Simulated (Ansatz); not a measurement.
Ansatz (a program for electronic structure) run on Ca2AgPd2 (Immm, 5 atoms in the cell): relaxation of cell and atoms.

Method: PBEsol, default PAW files made with PBE (plane waves; Ansatz).

The change in words: atoms on their sites; basis.ecutwfc: 420 eV → 630 eV; relax: default → cell and atoms. Reference geometry:
```
CELL_PARAMETERS angstrom
     -2.25061     2.90195     4.22935
      2.25061    -2.90195     4.22935
      2.25061     2.90195    -4.22935
ATOMIC_POSITIONS crystal
  Ca 0.70812 0.20812 0.50000
  Ca 0.29779 0.79779 0.50000
  Ag 0.00000 0.00000 0.00000
  Pd 0.73119 0.50000 0.23119
  Pd 0.26881 0.50000 0.76881
```

Reference input (self-consistent single point, DFT, PBEsol, plane waves, default PAW files made with PBE): basis.ecutwfc = 420 eV; kpoints.mp_grid.grid = 5 5 5; hamiltonian.xc = pbesol; hamiltonian.pseudopotentials = {kind: paw} (the program's default PAW files); scf.occupations.method = fermi_dirac; scf.occupations.width = 0.1 eV. This run's input differs from it in these lines:

Ansatz 0.2 input:
```diff
@@ -6,3 +6,3 @@
   atoms:
-    - { symbol: Ca, position: [0.708121, 0.208121, 0.500000] }
+    - { symbol: Ca, position: [0.702210, 0.202210, 0.500000] }
     - { symbol: Ca, position: [0.297790, 0.797790, 0.500000] }
@@ -12,3 +12,3 @@
 basis:
-  ecutwfc: 420.0
+  ecutwfc: 630.0
 kpoints:
@@ -20,2 +20,4 @@
   occupations: { method: fermi_dirac, width: 0.1 }
+relax:
+  cell: {}
 output:
```

Log, with long lists cut:

```
   [... SCF lines of the steps left out ...]
relax step   1: F+E_penalty+E_count = -24925.88809334 eV  Δ(F+E_penalty+E_count) = +0.000e0 eV  max|allowed force component| = 6.448e-2 eV/Å  Δτ_max = 0.0000 Å  P = -2.782 GPa  Ω = 110.490 Å³  (8 SCF iters, dr2 threshold 1.00e-7 eV, accepted)
relax step   2: F+E_penalty+E_count = -24925.91568375 eV  Δ(F+E_penalty+E_count) = -2.759e-2 eV  max|allowed force component| = 6.144e-2 eV/Å  Δτ_max = 0.0100 Å  P = +1.738 GPa  Ω = 103.967 Å³  energy of the carried Pulay correction = +2.587e-4 eV  [...]
   [... lines left out ...]
relax step   4: F+E_penalty+E_count = -24925.92962606 eV  Δ(F+E_penalty+E_count) = -1.958e-4 eV  max|allowed force component| = 3.162e-3 eV/Å  Δτ_max = 0.0038 Å  P = -0.020 GPa  Ω = 106.154 Å³  energy of the carried Pulay correction = +1.690e-4 eV  [...]
relax step   5: F+E_penalty+E_count = -24925.92944758 eV  Δ(F+E_penalty+E_count) = +1.785e-4 eV  max|allowed force component| = 3.194e-3 eV/Å  Δτ_max = 0.0000 Å  P = -0.019 GPa  Ω = 106.154 Å³  stress off target by 3.58e-2 GPa  SCF on the basis [...]
basis re-selected at this cell: Δ(F+E_penalty+E_count) = +1.785e-4 eV, ΔP = +0.000 GPa vs the last step
the relaxation is at rest under the 8 symmetry operations that the run kept from its start: a minimum is not shown …
Free energy (F): -24925.929448 eV
Internal energy: -24925.882205 eV  (E = F + TS)
E sigma→0 (E₀):  -24925.905826 eV
Entropy (-TS):   -0.047242 eV (-9.448 meV/atom)
Fermi energy:    12.287840 eV
--- Forces (eV/Å), atoms counted from 1 ---
  atom   1  Ca     0.00000000     0.00000000    -0.00319423
   [... lines left out ...]
  cell:  # Å, volume = 106.1537 Å³
   [... lines left out ...]
  atoms:
    - { symbol: Ca, position: [0.7020263179098825, 0.2020263179098825, 0.4999999999999999] }
    - { symbol: Ca, position: [0.29797368209011754, 0.7979736820901175, 0.5] }
    - { symbol: Ag, position: [-1.6812521842845707e-20, 4.203323038338055e-34, -1.6812521842846387e-20] }
    - { symbol: Pd, position: [0.7325078823914779, 0.5, 0.2325078823914779] }
    - { symbol: Pd, position: [0.267492117608522, 0.5, 0.767492117608522] }
```

The run converged. 

Summary of the result:
| Quantity | Result |
|---|---|
| Free energy E − TS (on the zero of these files) | -24925.9294 eV |
| Fermi level (on the code's own zero) | 12.29 eV |
| Pressure | -0.02 GPa |
| Largest force (vector length) | 0.003 eV/Å |
| Final cell | a = 5.5339 Å, b = 5.5339 Å, c = 5.5339 Å, α = 132.76°, β = 117.82°, γ = 81.63° |
| Final volume per atom | 21.23 Å³ |
| Relaxation steps | 5 |

The starting cell comes from a database of computed structures (which also holds hypothetical and non-ambient phases and stackings), without a prior relaxation at this level. Its lattice was rescaled by up to half a per cent. Spin polarisation is off. The relaxation keeps the symmetry of its start, so its end need not be a minimum. Ansatz's pressure includes its estimate of the finite-basis (Pulay) stress.

Cost on one core of a shared machine: roughly 60 s.
